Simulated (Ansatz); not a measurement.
Reference: PdBi (P6_3/mmc), PBEsol, DFPT electron-phonon coupling, linearised Boltzmann equation (plane waves, PAW, scalar-relativistic; Ansatz, a quantum-chemistry and plane-wave program); geometry: relaxed with this functional, without spin-orbit coupling.

```cif
data_Bi2Pd2
_chemical_formula_sum 'Bi2 Pd2'
_space_group_name_H-M_alt 'P63/mmc'
_space_group_IT_number 194
_space_group_name_Hall '-P 6c 2c'
_cell_length_a 4.25759
_cell_length_b 4.25759
_cell_length_c 5.62501
_cell_angle_alpha 90.000
_cell_angle_beta 90.000
_cell_angle_gamma 120.000
loop_
_atom_site_label
_atom_site_type_symbol
_atom_site_symmetry_multiplicity
_atom_site_Wyckoff_symbol
_atom_site_fract_x
_atom_site_fract_y
_atom_site_fract_z
_atom_site_occupancy
Bi1 Bi 2 c 0.33333 0.66667 0.25000 1
Pd1 Pd 2 a 0.00000 0.00000 0.00000 1
```

resistivity at 300 K: 11.7 μΩ·cm
mean free path at 300 K: 9.4 nm

Swap Bi for Sb, keeping the structure type. How do these values move?

PdSb (P6_3/mmc): volume per atom 22.1 to 20.2 Å³; resistivity at 300 K rises (11.7 μΩ·cm to 14.7 μΩ·cm); mean free path at 300 K falls (9.4 nm to 7.6 nm).

Swap Pd for Ni, keeping the structure type. How do these values move?

NiBi (P6_3/mmc): volume per atom 22.1 to 18.8 Å³; resistivity at 300 K falls (11.7 μΩ·cm to 9.9 μΩ·cm); mean free path at 300 K stays about the same (9.4 nm to 10.2 nm).

Swap Pd for Pt, keeping the structure type. How do these values move?

PtBi (P6_3/mmc): volume per atom 22.1 to 22.6 Å³; resistivity at 300 K stays about the same (11.7 μΩ·cm to 11.4 μΩ·cm); mean free path at 300 K stays about the same (9.4 nm to 9.4 nm).

Moves up to 12 % count as about the same. Metals; harmonic phonons alone scatter; means over directions. The mean free path is weighted by the current that each state carries. Halving the electron mesh moves these values by up to 8 %; q meshes are mostly untested. Some of the runs warned that the eigensolver left states short of its tolerance. Spin-orbit coupling is left out.

Formula and space group known from diffraction (Crystallography Open Database), not checked to be the room-temperature form: PdBi (P6_3/mmc), PdSb (P6_3/mmc), PtBi (P6_3/mmc). Computed structure with no diffraction record at hand here (it may be known, metastable or hypothetical): NiBi (P6_3/mmc). Treated as nonmagnetic (a ferromagnetic start lost its moment, other orders weren't tried): NiBi (P6_3/mmc). The missing spin-orbit coupling matters most for NiBi (P6_3/mmc), PdBi (P6_3/mmc), PtBi (P6_3/mmc).
